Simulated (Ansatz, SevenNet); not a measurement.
AlB2-type MgB₂: equilibrium volume per atom by level of theory

No measured value is used here.

```csv
level (code),value (Å³/atom)
SevenNet-l3i5 (SevenNet),9.62
LDA (Ansatz),9.19
PBE (Ansatz),9.62
PBEsol (Ansatz),9.48
PBE-D3(BJ) (Ansatz),9.30
r²SCAN (Ansatz),9.54
HSE06 (Ansatz),9.51
```

HSE06: hybrids on metals are sensitive to the k mesh and can open a false gap. Cutoffs and k meshes differ between the levels. Ansatz's density-functional and Hartree–Fock values are scalar-relativistic unless marked +SOC, with PAW data made under PBE.

Machine-learned potentials (SevenNet-l3i5) are trained on DFT data, which may include these solids.

Ansatz is a first-principles code.
